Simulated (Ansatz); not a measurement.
Consider the following.

End structure of F on the 1x1 (110) surface of bcc Mo, one in a 2x1 cell, started at the site 'bridge Mo-Mo (span 2.7 Å)':

```
CELL_PARAMETERS angstrom
      5.47470     0.00000     0.00000
     -0.91245     2.58080     0.00000
      0.00000     0.00000    26.00000
ATOMIC_POSITIONS crystal
  Mo 0.25000 0.50000 0.37429
  Mo 0.75000 0.50000 0.37429
  Mo 0.00000 0.00000 0.45665
  Mo 0.50000 0.00000 0.45665
  Mo 0.24503 0.50650 0.54343
  Mo 0.75497 0.49350 0.54343
  Mo 0.00000 0.00000 0.63243
  Mo 0.50000 0.00000 0.62177
  F  0.00000 0.50000 0.69392
```

Set-up: 9 atoms, 6.5 Å thick at the start under the adsorbate (thin: gaps and levels are the slab's own); mesh 6x12x1; 0.1 eV smearing; dipole correction on; 4 atoms held, the rest relaxed; held to the start's symmetry, so lower structures may exist; no spin, no spin-orbit, no U, no dispersion correction. At the end it is bonded to 2 Mo. In PBE this state lies 0.04 eV over the lowest of the starts that converged ('hollow Mo-Mo-Mo').

A negative adsorption energy means that the adsorbate is more stable on the surface than in its reference.

### Question
What is the computed change of the work function (Ansatz (a first-principles code) with PBE)?

### Answer
0.80 eV

### Question
What is the computed work function of the top face (PBE)?

### Answer
5.39 eV

### Question
Predict the adsorption energy against ½ F2(g) from PBE.

### Answer
-3.85 eV

### Question
Give the change of the step from the bottom to the top vacuum level, against the clean slab at the level PBE.

### Answer
0.87 eV
